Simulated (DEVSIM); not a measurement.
# GaP/Si n-p heterojunction

Structure: GaP/Si n-p heterojunction, at 300 K.

| layer (left to right) | material | thickness (μm) | Nd (cm⁻³) | Na (cm⁻³) | τn (s) | τp (s) |
|---|---|---|---|---|---|---|
| 1 | GaP | 0.280 | 4.6e16 | - | 3.2e-7 | 3.2e-7 |
| 2 | Si | 4.50 | - | 1.7e17 | 3.2e-7 | 3.2e-7 |

Left contact: ohmic. Right contact: ohmic. Voltage is applied to the left contact. Recombination: SRH at mid-gap, radiative. Mobility is constant in doping.

Constants are typed, rounded textbook-type inputs, not results; the design itself was drawn at random and stands for no fabricated device. Values at 300 K.

| parameter | GaP | Si |
|---|---|---|
| gap (eV) | 2.26 | 1.124 |
| affinity (eV) | 3.8 | 4.05 |
| permittivity | 11.1 | 11.7 |
| Nc (cm⁻³) | 1.8e19 | 2.86e19 |
| Nv (cm⁻³) | 1.9e19 | 3.1e19 |
| μn (cm²/Vs) | 250 | 1417 |
| μp (cm²/Vs) | 150 | 470 |
| B (cm³/s) | 1e-13 | 4.7e-15 |

DEVSIM, 1D drift-diffusion, Boltzmann statistics, complete ionisation; no tunnelling, impact ionisation, image-force lowering or self-heating. Band offsets follow the typed affinities; no thermionic-emission limit at abrupt steps, no polarisation charge.

```yaml
potential_step_across_the_device_at_zero_bias: 1.085 V
largest_field_in_the_device_at_zero_bias: 110000 V/cm
Dark forward voltage at 1 A/cm²: 0.697 V
Dark forward voltage at 100 A/cm²: 0.864 V
```

Dark forward current:

```
V (V)  J (A/cm²)
-----  ---------
-0.05   -5.6e-11
-0.10   -4.4e-10
-0.15    -3.0e-9
-0.20    -2.0e-8
-0.25    -1.4e-7
-0.30    -9.1e-7
-0.35    -6.0e-6
-0.40    -3.8e-5
-0.45   -0.00024
-0.50    -0.0014
-0.60     -0.045
-0.65      -0.23
-0.70       -1.1
-0.75       -4.9
-0.80        -20
-0.85        -72
-0.90       -230
-0.95       -600
-1.00      -1300
-1.05      -2500
```
